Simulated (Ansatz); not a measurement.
**BiVO4 (I4₁/a, No. 88, 12 atoms in the cell; start COD 9012062; high-temperature phase)**

Method: LDA in Ansatz (PAW).

Run with plane-wave cutoff 520 eV, 10×10×10 k mesh, Fermi–Dirac smearing 0.01 eV, no spin polarisation, scalar-relativistic PAW data made under PBE.

Cell (relaxed at this level):

BiVO4 has the tetragonal space group I4₁/a, origin choice 1 (No. 88), Pearson symbol tI24. Cell: a = b = 5.0631 Å, c = 11.4314 Å, α = β = γ = 90.00°. Bi on 4a has 8 O at 2.399–2.429 Å. V on 4b is surrounded by 4 O at 1.713 Å (tetrahedral). O on 16f is surrounded by 1 V at 1.713 Å and 2 Bi at 2.399–2.429 Å (trigonal planar). (Neighbours: up to the widest gap in distance over summed covalent radii, below 1.35, at either atom; cation-cation and far metal-metal contacts left out.)
(The calculation used a cell of 12 atoms; values per cell refer to that cell.)

```
Quantity                                      Result
-------------------------------------------  -------
band gap                                     2.02 eV
smallest direct gap on the k points sampled  2.12 eV
direct gap at Γ                              2.83 eV
```

Note: held by symmetry at 0 K, a high-temperature phase can be a saddle point.

Spin–orbit coupling is not included; with these elements it can move the gap by several tenths of an eV or more.

Static lattice: no zero-point or thermal effects.

Ansatz is a program for electronic structure.
